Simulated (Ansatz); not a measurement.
## zincblende ZnS (F-43m) under uniaxial stress along [001]

Cell and atoms are relaxed with PBEsol to each stress (compression positive); bands and masses by PBEsol with spin-orbit coupling, rigid bands (plane waves, PAW; Ansatz, an electronic-structure program). Strains are changes of length against the unloaded cell.

ZnS has the cubic space group F-43m (No. 216), the zinc blende structure, Pearson symbol cF8. Lattice parameters: a = b = c = 5.356 Å, α = β = γ = 90.00°. Zn on 4a sees 4 S at 2.319 Å (tetrahedral). S on 4d has 4 Zn at 2.319 Å (tetrahedral). (Neighbours: up to the widest gap in distance over summed covalent radii, below 1.35, at either atom; cation-cation and far metal-metal contacts left out.)
(The calculation used a cell of 2 atoms; values per cell refer to that cell.)

```csv
stress (GPa),strain [001] (%),strain [100] (%),gap (eV),mₑ* [001],mₑ* [100],mₕ* [001],mₕ* [100]
-2.00,3.19,-1.16,1.970,0.178,0.177,0.80,0.64
-1.00,1.67,-0.62,2.020,0.179,0.178,0.85,0.72
0,0,0,2.067,0.179,0.179,0.84,0.84
1.00,-1.78,0.68,2.041,0.179,0.180,0.65,0.78
2.00,-3.75,1.46,2.002,0.179,0.181,0.45,0.74
```

[001] is the direction of the load; [010] strains as [100]. Masses are conductivity masses at 300 K in electron masses.

Problem. From the two loads next to zero, find the Young modulus and the ratio of transverse to axial strain.

Solution. Between -1.00 and 1.00 GPa the strain along [001] changes by -3.45 % and that along [100] by 1.30 %. The modulus is 2.00/0.0345 = 58 GPa and the ratio of the strains 0.38 (PBEsol, atoms relaxed). Along [001] C₁₁ = E(1 − ν)/((1 + ν)(1 − 2ν)) and C₁₂ = C₁₁ν/(1 − ν), which gives C₁₁ ≈ 107 GPa and C₁₂ ≈ 64 GPa.

Problem. How fast does the gap move on either side of zero load?

Solution. Under tension, (2.020 − 2.067) eV over -1.00 GPa = 47 meV/GPa, or about -2.8 eV per unit strain; under compression, (2.002 − 2.067) eV over 2.00 GPa = -33 meV/GPa, or about 1.7 eV per unit strain. The two slopes part by 80 meV/GPa; gaps are resolved to about 0.01 eV, which allows 15 meV/GPa, so they differ, even in sign: the gap has a turning point near zero load.

Problem. Take the carrier density and the relaxation time as fixed, so that ρ ∝ m*. What gauge factor (Δρ/ρ)/ε follows for current along [001] at the loads next to zero?

Solution. holes at 1.00 GPa: (0.65/0.84 − 1)/-0.0178 ≈ 13. These are means over a finite load; the small-strain gauge factor differs, most where the load has already emptied the upper valleys or bands. Carriers and loads whose mass moves by under 12 % aren't resolved and aren't listed. The change of shape, which adds a term of order 1 to 2, and that of the scattering between valleys or bands are left out.

Masses are those of dilute carriers in rigid bands with one relaxation time, without polarons. Third decimals of gaps are kept for the arithmetic. Every relaxation keeps the zincblende phase (space group I-4m2 under this load), so a transition, a distortion that breaks the symmetry or fracture can't show.
